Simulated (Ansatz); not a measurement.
Troubleshooting Ansatz (an electronic-structure program): a failed run on ScB₁₂ (Fm-3m, 13 atoms in the cell). The aim is a self-consistent single point with DFT, r2SCAN, plane waves, default PAW files made with PBE.

Cell that was meant: a = 5.2340 Å, b = 5.2340 Å, c = 5.2340 Å, α = 60.00°, β = 60.00°, γ = 60.00°.

Part of the input:

Ansatz 0.2 input:
```yaml
  pseudopotentials: { kind: paw }
scf:
  occupations: { method: cold, width: 0.136 }
  max_iter: 4
output:
  forces: true
  eigenvalues: true
```

Output (repeated stretches shortened):

```
SCF iter   1: F=—  HF=-4021.732058 eV  |F-HF|=—  |Δ(HF+E_count)|=         —  Δρ=8.21e-3  dr2=9.67e-2  dr2_τ=1.61e0  ethr=1.77e-3  ⟨swp⟩=5.8  Hψ=1358  notcnv=0  defer=4
all-band conjugate gradients solve this SCF's bands
preconditioner: auto → none
SCF iter   2: F=—  HF=-4022.034016 eV  |F-HF|=—  |Δ(HF+E_count)|=   3.02e-1  S|Δr|=    0.00e0  Δρ=6.39e-3  dr2=6.71e-2  dr2_τ=4.01e-3  ethr=2.06e-4  ⟨swp⟩=7.1  Hψ=2139  notcnv=0
SCF iter   3: F=—  HF=-4022.020643 eV  |F-HF|=—  |Δ(HF+E_count)|=   1.34e-2  S|Δr|=    0.00e0  Δρ=3.15e-3  dr2=5.05e-3  dr2_τ=1.15e-4  ethr=1.43e-4  ⟨swp⟩=5.9  Hψ=1862  notcnv=0
SCF iter   4: F=—  HF=-4022.022122 eV  |F-HF|=—  |Δ(HF+E_count)|=   1.48e-3  S|Δr|=    0.00e0  Δρ=1.09e-3  dr2=1.67e-3  dr2_τ=4.63e-5  ethr=1.07e-5  ⟨swp⟩=5.0  Hψ=1659  notcnv=0
Error: did not converge after 4 iterations: dr2 = 1.67e-3 (threshold 1.00e-7), under the density mixer `msr1`, which `scf.mixing.algorithm: auto` chose by the deck's other keys (type `scf.mixing.algorithm: msr1` to keep it); raise `scf.max_iter`, which need not help a stalled SCF, or adjust the mixing (`scf.mixing`) or, under a smearing, its width (`scf.occupations.width`, in either direction: another width is another result); this SCF holds its density and magnetisation to the symmetry operations that it keeps, and cannot end on a state that breaks one of them: if the state sought breaks one, re-run with `crystal.symmetry.detect: false`, without `crystal.symmetry.time_reversal: [...]
```

### Question
Diagnose the run.

### Answer
The fault is an iteration limit that is too low. The loop is cut before its threshold is met, so whatever is printed at the end is not self-consistent. To fix it, raise the limit, or leave it to the default. The run ended unconverged after 4 iterations.

The sound input it was made from differs as follows (other fixes are possible):
```diff
-  max_iter: 4
```

With that input, the run converged in 8 iterations: free energy E − TS (on the zero of these files) -4022.0220 eV; Fermi level (on the code's own zero) 10.53 eV; pressure 0.16 GPa; largest force (vector length) 0.339 eV/Å (DFT, r2SCAN, plane waves, default PAW files made with PBE).

On the sound input: the starting cell comes from a database of published, mostly measured structures (it also holds non-ambient and calculated ones), without a prior relaxation at this level. Ansatz's pressure includes its estimate of the finite-basis (Pulay) stress.
